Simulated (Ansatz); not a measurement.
A thermal frame of Sb(001) slab, cut from rhombohedral Sb, cell Sb24, with vacuum along z, from MD with PBE at 680 K. Calculation: PBE (plane waves, PAW; Ansatz, a quantum-chemistry and plane-wave program).

```yaml
plane_wave_cutoff: 420 eV
k-points: 2x2x1 mesh shifted by half a step in the plane
Fermi-Dirac width: 0.086 eV
spin: not polarised; no spin-orbit coupling
```

A check of the k-sampling: on the last frame of the same run a denser mesh moved the PBE forces by 0.063 eV/Å rms and the free energy by -9 meV/atom.

```xyz
24
Lattice="8.8096 0.0000 0.0000 -4.4048 7.6293 0.0000 0.0000 0.0000 21.2724" Properties=species:S:1:pos:R:3:forces:R:3 pbc="T T T"
Sb   -0.2021    2.9182   15.9646  -0.165  -0.492  -0.627
Sb   -0.2536    0.0382   14.5790  -0.511   0.290  -0.029
Sb   -0.2940    0.0204    7.5327  -0.377  -0.098  -0.006
Sb    2.0111    1.0010    6.0711   0.162   0.336   0.321
Sb    1.6085    1.1192   11.9301   0.620   0.632  -0.357
Sb   -0.3885    2.7023   10.3538  -0.027  -1.036  -0.353
Sb   -2.5253    6.1777   15.8579  -0.005   0.178   0.476
Sb   -2.5168    3.8198   14.2334  -0.092  -0.694   0.165
Sb   -2.7459    3.6211    7.8233   0.175   0.312  -0.771
Sb   -0.6981    5.2162    6.0300   0.321  -1.061   0.346
Sb   -0.7126    5.0942   11.8582   0.826  -0.167   0.915
Sb   -2.5369    6.3629   10.2068  -1.112   0.545  -0.321
Sb    4.0165    2.3300   15.6490   0.060   0.668   0.165
Sb    4.0351   -0.2218   14.3544   0.169   0.066  -0.583
Sb    4.1836   -0.3145    7.8052  -0.085   1.033  -0.388
Sb    6.2257    1.2454    5.9921  -0.110  -0.199   0.905
Sb    6.2182    1.1692   11.6971   0.085   0.326   0.292
Sb    4.1902    2.7443   10.4117  -0.944  -0.153   0.217
Sb    1.7542    6.1434   15.8780   0.417  -0.230  -0.291
Sb    1.8876    3.6892   14.0589   0.105   0.232   0.519
Sb    1.8135    3.7390    7.4163  -0.528  -0.023  -0.154
Sb    4.0315    5.0631    6.0865   0.244  -0.116   0.217
Sb    3.9318    5.4195   11.9368   0.601  -0.757  -0.077
Sb    1.6108    6.1549   10.4179   0.171   0.407  -0.580
```

```
Property                                                                                    Value
---------------------------------------------------------------------------  --------------------
free energy on this k-sampling (the code's own zero, frozen cores included)          -155624.3 eV
rms force component                                                                    0.474 eV/Å
largest force                                                                1.28 eV/Å on atom 12
```
